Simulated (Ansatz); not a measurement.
BP (model structure, started from the BeO type, P4₂/mnm, No. 136, 8 atoms in the cell)

Level of theory: HSE06 in Ansatz (plane waves, PAW).

Numerical settings: plane-wave cutoff 460 eV, 4×4×8 k mesh (along the axes of the cell as run), Fermi–Dirac smearing 0.01 eV, scalar-relativistic PAW data made under PBE.

Cell (relaxed with PBEsol):

BP is taken in the tetragonal space group P4₂/mnm (No. 136), Pearson symbol tP8. Conventional cell: a = b = 5.532 Å, c = 3.187 Å, α = β = γ = 90.00°. B on 4g is surrounded by 4 P at 1.938–1.987 Å. P on 4f is coordinated by 4 B at 1.938–1.987 Å. (Neighbours: up to the widest gap in distance over summed covalent radii, below 1.35, at either atom.)

| Item | Result |
|---|---|
| band gap | 1.06 eV (indirect) |
| smallest direct gap on the k points sampled | 2.05 eV |

Note: the relaxation could raise the start's symmetry but not lower it, so the cell can be a saddle point; cell and atoms aren't relaxed at this level (pressure 0.4 GPa).

It cost about 110 core-seconds (a rough figure) of CPU time.

A model structure was made by putting elements into a prototype or built by hand; it is no filed structure, need not be a known phase, and can be a saddle point held by its symmetry.

Ansatz is an electronic-structure program.
